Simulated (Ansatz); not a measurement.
GaN: element substitutions

The parent structure is GaN in the wurtzite structure (space group P6_3mc, No. 186; a = 3.1826 Å, c = 5.1853 Å).

Each row replaces one element on all its sites; cell and atoms are relaxed.

Computed with PBEsol (Ansatz, a quantum-chemistry and plane-wave program; PAW; 420 eV plane waves; no spin-orbit coupling).

Candidates:
(a) N → P
(b) N → C
(c) Ga → Zn

Before the change:

The volume per atom comes out as 11.37 Å³.

Q: Order them by volume per atom, highest first.

A: (a) N → P (20.10 Å³), (b) N → C (12.45 Å³), (c) Ga → Zn (11.48 Å³)

Stability against distortions was not tested. As relaxed here, GaC and ZnN are hypothetical phases, not in the database extracts checked. For GaP in this form, whether it has been made was not checked. All final runs are without spin polarisation. This is not the structure that GaP has at room temperature and ambient pressure.
